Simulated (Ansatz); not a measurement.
Ag4HgGe2S7 (Cc, No. 9; cell taken from a computed entry), treated with r²SCAN+SOC in Ansatz (plane waves, PAW).

Numerical settings: plane-wave cutoff 560 eV, 4×4×4 k mesh, Fermi–Dirac smearing 0.01 eV, PAW data made under PBE.

Cell (relaxed with PBEsol):

Ag₄HgGe₂S₇ is modelled in the monoclinic space group Cc (No. 9), Pearson symbol mS56. Lattice parameters: a = 17.5010 Å, b = 6.7696 Å, c = 10.3797 Å, α = 90.00°, β = 92.76°, γ = 90.00°. Ag1 on 4a has 4 S at 2.463–2.557 Å (tetrahedral). Ag2 on 4a is coordinated by 4 S at 2.492–2.511 Å (tetrahedral). Ag3 on 4a sees 4 S at 2.444–2.584 Å. Ag4 on 4a has 4 S at 2.477–2.597 Å (tetrahedral). Ge1 on 4a is coordinated by 4 S at 2.228–2.304 Å (tetrahedral). Ge2 on 4a sees 4 S at 2.196–2.356 Å (tetrahedral). Hg on 4a is surrounded by 4 S at 2.492–2.621 Å. S1 on 4a is coordinated by 2 Ge at 2.304–2.356 Å and 2 Ag at 2.511–2.544 Å. 6 further independent sites are not listed. (Neighbours: up to the widest gap in distance over summed covalent radii, below 1.35, at either atom; cation-cation and far metal-metal contacts left out.)
(The calculation used a cell of 28 atoms; values per cell refer to that cell.)

Predict the band gap.


- band gap = 0.87 eV (direct)

Note: cell and atoms aren't relaxed at this level (largest force component 0.39 eV/Å, pressure 1.7 GPa); this cell isn't known to be the ambient phase, and symmetry holds it in the calculation.

Computed values are for the static lattice.

Ansatz is an electronic-structure program.
